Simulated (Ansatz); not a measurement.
Take Hf in the hcp (Mg type) structure (space group P6_3/mmc, No. 194; a = 3.198 Å, c = 5.049 Å; relaxed with 0.1 eV smearing) as the base. Axes: x lies along a and z along c of the hexagonal cell.

Structures relaxed with r2SCAN, PAW, 500 eV (Ansatz, a first-principles code; no SOC).

Base:

Simulated powder pattern, Cu Kα, λ = 1.54184 Å (kinematic, ideal powder, no thermal factors, no anomalous dispersion; the 10 strongest lines at most, above 2 %, up to 2θ = 90°):

```
2θ (°)  I/Imax (%)    hkl
------  ----------  -----
32.32           24  (100)
35.56           25  (002)
37.02          100  (101)
48.81           16  (102)
57.64           19  (110)
64.82           20  (103)
69.59           22  (112)
70.51           16  (201)
78.83          3.9  (202)
84.32          3.4  (104)
```

It is then changed as follows: compressive biaxial strain of 0.68 % in the plane normal to [001], as in epitaxy on a mismatched substrate; the out-of-plane cell vector and the atoms relax.

Question: Where do the lines fall after the change?

Answer: 
Simulated powder pattern, Cu Kα, λ = 1.54184 Å (kinematic, ideal powder, no thermal factors, no anomalous dispersion; the 10 strongest lines at most, above 2 %, up to 2θ = 90°):

| 2θ (°) | d (Å) | I/Imax (%) | hkl |
|---|---|---|---|
| 32.55 | 2.751 | 24 | (100) |
| 35.40 | 2.535 | 25 | (002) |
| 37.18 | 2.418 | 100 | (101) |
| 48.85 | 1.864 | 16 | (102) |
| 58.08 | 1.588 | 19 | (110) |
| 64.73 | 1.440 | 21 | (103) |
| 69.89 | 1.346 | 22 | (112) |
| 71.00 | 1.328 | 16 | (201) |
| 79.23 | 1.209 | 3.9 | (202) |
| 84.07 | 1.151 | 3.4 | (104) |

The indices refer to the base's conventional cell; one index is shown for lines that coincide.

Whether these cells are dynamically stable was not tested. The final runs are not spin-polarised.
